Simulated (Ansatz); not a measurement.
Consider interstitial O in silicon, neutral cell. Computed with PBE, PAW (plane waves to 420 eV; Ansatz, a program for electronic structure).

Settings: 216 host sites, the relaxed PBE lattice, the Γ point alone, smearing 0.01 eV, spin-restricted, no image-charge correction. Static, classical nuclei. The charge state is imposed; whether it is stable for some Fermi level was not computed. Sites that were not tried may lie lower.

Barriers: single points on a 2×2×2 k-point mesh shifted by half a step at the bands' geometries (they differ from the bands' own by up to 0.13 eV, and are uncertain by about as much).

Relaxed starting cell (atoms counted from 1):

```
OSi216
1.0
   16.41000     0.00000     0.00000
    0.00000    16.41000     0.00000
    0.00000     0.00000    16.41000
Si O
216 1
Direct
  0.00072   0.00035   0.16563
  0.00186   0.00112   0.49879
  0.00001   0.99981   0.83289
  0.00027   0.33353   0.16625
  0.00056   0.33405   0.49949
  0.99981   0.33336   0.83297
  0.99993   0.66675   0.16653
  0.00023   0.66686   0.49976
  0.00006   0.66690   0.83293
  0.33392   0.99989   0.16622
  0.33392   0.99986   0.49996
  0.33419   0.99973   0.83260
  0.33355   0.33316   0.16668
  0.33397   0.33353   0.49976
  0.33285   0.33236   0.83337
  0.33305   0.66650   0.16731
  0.33419   0.66710   0.50026
  0.33165   0.66550   0.83422
  0.66700   0.00017   0.16624
  0.66899   0.00443   0.49530
  0.66696   0.99975   0.83205
  0.66712   0.33289   0.16706
  0.66698   0.33370   0.49975
  0.66685   0.33328   0.83319
  0.66689   0.66661   0.16658
  0.66725   0.66853   0.50072
  0.66454   0.66018   0.84009
  0.08346   0.24989   0.08305
  0.08384   0.25032   0.41636
  0.08364   0.25022   0.74988
  0.08290   0.58311   0.08343
  0.08350   0.58338   0.41664
  0.08332   0.58335   0.74979
  0.08379   0.91662   0.08261
  0.08459   0.91698   0.41575
  0.08373   0.91680   0.74965
  0.41663   0.24926   0.08356
  0.41705   0.24991   0.41661
  0.41682   0.24988   0.74980
  0.41599   0.58252   0.08451
  0.41718   0.58362   0.41679
  0.41133   0.57773   0.75202
  0.41711   0.91649   0.08285
  0.41744   0.91614   0.41723
  0.41751   0.91572   0.74961
  0.75023   0.25031   0.08270
  0.75047   0.25095   0.41591
  0.75035   0.25022   0.74968
  0.75008   0.58339   0.08302
  0.74975   0.58404   0.41722
  0.74867   0.58451   0.74982
  0.75016   0.91664   0.08299
  0.75161   0.91799   0.41424
  0.75552   0.92229   0.74813
  0.00029   0.16667   0.99939
  0.00069   0.16715   0.33266
  0.00144   0.16792   0.66586
  0.99973   0.50007   0.99970
  0.00023   0.50029   0.33310
  0.99995   0.50036   0.66632
  0.00002   0.83338   0.99953
  0.00241   0.83397   0.33094
  0.00059   0.83372   0.66602
  0.33356   0.16615   0.99978
  0.33393   0.16666   0.33305
  0.33374   0.16659   0.66635
  0.33307   0.49954   0.00029
  0.33366   0.50009   0.33361
  0.33048   0.49685   0.66648
  0.33174   0.83306   0.00158
  0.33387   0.83339   0.33339
  0.33336   0.83305   0.66676
  0.66698   0.16660   0.99963
  0.66749   0.16813   0.33170
  0.66726   0.16705   0.66608
  0.66680   0.49714   0.00256
  0.66701   0.50039   0.33344
  0.66647   0.50004   0.66687
  0.66662   0.83308   0.00004
  0.66733   0.83373   0.33276
  0.68246   0.84778   0.65055
  0.08387   0.08345   0.24949
  0.08458   0.08409   0.58280
  0.08342   0.08298   0.91627
  0.08347   0.41672   0.24987
  0.08360   0.41711   0.58312
  0.08291   0.41638   0.91666
  0.08454   0.74986   0.24885
  0.08377   0.75012   0.58293
  0.08339   0.75001   0.91645
  0.41704   0.08297   0.24991
  0.41730   0.08298   0.58341
  0.41714   0.08312   0.91622
  0.41670   0.41641   0.25042
  0.41710   0.41687   0.58318
  0.41589   0.41505   0.91749
  0.41693   0.75002   0.25000
  0.41751   0.74976   0.58465
  0.41335   0.74816   0.91998
  0.75057   0.08414   0.24874
  0.75137   0.08521   0.58197
  0.74992   0.08298   0.91609
  0.75021   0.41714   0.24977
  0.75007   0.41705   0.58328
  0.75015   0.41692   0.91619
  0.75042   0.75012   0.24959
  0.75808   0.75300   0.57537
  0.74889   0.74982   0.91600
  0.16714   0.99989   0.99938
  0.16769   0.00033   0.33267
  0.16712   0.00015   0.66635
  0.16667   0.33315   0.99980
  0.16709   0.33352   0.33308
  0.16613   0.33270   0.66622
  0.16601   0.66648   0.00036
  0.16688   0.66675   0.33343
  0.16677   0.66659   0.66646
  0.50069   0.99976   0.99925
  0.50043   0.99981   0.33332
  0.50142   0.99977   0.66630
  0.49997   0.33236   0.00051
  0.50037   0.33340   0.33353
  0.50015   0.33327   0.66649
  0.49917   0.66556   0.00162
  0.50045   0.66692   0.33334
  0.49277   0.65958   0.66910
  0.83340   0.99986   0.99945
  0.83461   0.00114   0.33144
  0.83759   0.00398   0.66444
  0.83356   0.33354   0.99934
  0.83385   0.33405   0.33279
  0.83360   0.33369   0.66637
  0.83317   0.66707   0.99926
  0.83353   0.66684   0.33314
  0.83279   0.66848   0.66607
  0.25029   0.24989   0.24988
  0.25063   0.25026   0.58311
  0.24980   0.24926   0.91672
  0.24995   0.58313   0.25042
  0.25031   0.58338   0.58324
  0.24878   0.58250   0.91741
  0.25075   0.91662   0.24962
  0.25040   0.91663   0.58322
  0.25053   0.91651   0.91619
  0.58346   0.25041   0.24954
  0.58366   0.25023   0.58298
  0.58355   0.24989   0.91654
  0.58357   0.58338   0.25004
  0.58342   0.58451   0.58480
  0.58142   0.57820   0.92154
  0.58370   0.91682   0.24963
  0.58551   0.92288   0.57736
  0.58369   0.91576   0.91598
  0.91699   0.25033   0.24951
  0.91745   0.25095   0.58287
  0.91670   0.24989   0.91627
  0.91666   0.58338   0.24985
  0.91622   0.58401   0.58353
  0.91658   0.58362   0.91618
  0.91765   0.91701   0.24873
  0.91903   0.91794   0.58177
  0.91621   0.91618   0.91599
  0.16710   0.16670   0.16624
  0.16770   0.16715   0.49944
  0.16669   0.16630   0.83299
  0.16670   0.50001   0.16666
  0.16706   0.50024   0.49976
  0.16601   0.49948   0.83330
  0.16701   0.83353   0.16637
  0.16719   0.83345   0.49966
  0.16681   0.83331   0.83314
  0.50034   0.16632   0.16668
  0.50050   0.16662   0.49978
  0.50036   0.16668   0.83300
  0.50006   0.49953   0.16732
  0.50087   0.50095   0.50038
  0.49893   0.49784   0.83440
  0.50021   0.83332   0.16655
  0.50163   0.83334   0.50071
  0.49534   0.83201   0.83809
  0.83392   0.16718   0.16563
  0.83450   0.16811   0.49888
  0.83352   0.16657   0.83283
  0.83355   0.50023   0.16628
  0.83337   0.50047   0.49998
  0.83302   0.50096   0.83246
  0.83371   0.83345   0.16619
  0.83962   0.83575   0.49371
  0.83280   0.83328   0.83190
  0.25028   0.08302   0.08305
  0.25084   0.08339   0.41638
  0.25045   0.08325   0.74973
  0.24986   0.41632   0.08349
  0.25035   0.41672   0.41666
  0.24831   0.41478   0.75031
  0.24927   0.74952   0.08409
  0.25053   0.74997   0.41665
  0.24996   0.74969   0.75006
  0.58360   0.08328   0.08293
  0.58384   0.08572   0.41398
  0.58391   0.08373   0.74945
  0.58304   0.41500   0.08483
  0.58357   0.41711   0.41675
  0.58323   0.41643   0.75010
  0.58330   0.74970   0.08339
  0.58405   0.75049   0.41632
  0.56861   0.73392   0.76440
  0.91698   0.08341   0.08250
  0.91748   0.08395   0.41588
  0.91907   0.08544   0.74945
  0.91666   0.41671   0.08299
  0.91688   0.41726   0.41646
  0.91662   0.41709   0.74976
  0.91676   0.74998   0.08288
  0.92035   0.75008   0.41298
  0.91709   0.75046   0.74934
  0.62827   0.78209   0.70143
```

End state 1 differs by these moves (Å; atoms that move under 0.08 Å are left out):

| atom | element | Δx | Δy | Δz |
|---|---|---|---|---|
| 20 | Si | -0.04 | -0.09 | 0.08 |
| 21 | Si | 0.04 | 0.13 | 0.13 |
| 26 | Si | -0.04 | -0.10 | -0.08 |
| 27 | Si | 0.03 | 0.12 | -0.14 |
| 54 | Si | 0.15 | 0.15 | 0.29 |
| 81 | Si | -0.52 | -0.49 | 0.02 |
| 99 | Si | 0.07 | 0.04 | -0.07 |
| 102 | Si | 0.04 | 0.10 | 0.10 |
| 107 | Si | -0.16 | -0.14 | 0.03 |
| 126 | Si | 0.02 | 0.02 | -0.08 |
| 150 | Si | 0.04 | 0.10 | -0.09 |
| 152 | Si | -0.13 | -0.13 | -0.01 |
| 162 | Si | 0.09 | 0.04 | 0.09 |
| 179 | Si | -0.10 | -0.03 | -0.09 |
| 180 | Si | 0.10 | 0.02 | -0.11 |
| 188 | Si | -0.12 | -0.04 | 0.10 |
| 189 | Si | 0.13 | 0.04 | 0.13 |
| 207 | Si | 0.12 | 0.14 | -0.29 |
| 215 | Si | -0.06 | 0.00 | 0.06 |
| 217 | O | 1.21 | 1.48 | 0.27 |

**Question.** Give the forward and backward barriers to end state 1 at the level PBE, PAW.

**Answer.** forward 2.34 eV, backward 2.34 eV; at the saddle point atom 217 has neighbours Si at 1.76, Si at 1.81, Si at 1.93 Å. The saddle point's order was not checked, and it lies on a symmetry element of the cell, where a band can be held.

End state 2 differs by these moves (Å; atoms that move under 0.08 Å are left out):

```tsv
atom	element	Δx	Δy	Δz
20	Si	-0.04	-0.08	0.09
21	Si	-0.03	0.07	0.08
26	Si	0.04	-0.15	-0.14
27	Si	0.03	0.14	-0.13
42	Si	0.10	0.10	-0.05
50	Si	0.05	-0.10	-0.10
54	Si	-0.11	0.00	0.11
69	Si	0.06	0.06	0.00
77	Si	0.00	-0.06	-0.06
81	Si	-0.52	0.00	0.52
107	Si	0.11	-0.31	-0.12
120	Si	-0.09	0.08	0.04
126	Si	0.14	0.15	-0.04
129	Si	-0.08	-0.07	0.03
135	Si	0.13	-0.14	-0.03
150	Si	0.04	0.10	-0.10
152	Si	-0.13	0.00	0.13
158	Si	0.10	-0.10	-0.04
207	Si	0.12	0.31	-0.11
217	O	1.21	0.00	-1.21
```

**Question.** What is the computed forward and backward barriers to end state 2 (PBE, PAW)?

**Answer.** forward 2.35 eV, backward 2.35 eV; at the saddle point atom 217 has neighbours Si at 1.76, Si at 1.82, Si at 1.91 Å. The saddle point's order was not checked, and it lies on a symmetry element of the cell, where a band can be held.
